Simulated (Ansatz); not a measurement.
Start from CdS in the zinc blende structure (space group F-43m, No. 216; a = 5.7566 Å).

Calculations: LDA (Ansatz, a quantum-chemistry and plane-wave program, PAW, no spin-orbit coupling).

Before the change:

- Electron mass: 0.10 mₑ (at Γ)
- Gap character: direct at Γ
- Hole mass: 0.11, 0.71, 0.71 mₑ (at Γ)

Perturbation: every lattice vector is shortened by 3.00 %; the atoms relax in the strained cell.

Q: What happens to the electron mass, mean gap deformation potential ΔEg/Δln V, gap character and hole mass?

A: The electron mass becomes 0.12 mₑ (at Γ) (base: 0.10 mₑ (at Γ)); the mean gap deformation potential ΔEg/Δln V is -2.0 eV; the gap character remains direct at Γ; the hole mass (degenerate bands, along [100]) becomes 0.13, 0.62, 0.62 mₑ (at Γ) (base: 0.11, 0.71, 0.71 mₑ (at Γ)).

Effective masses come from finite differences of ±0.01 Å⁻¹. No phonon test of stability was made.
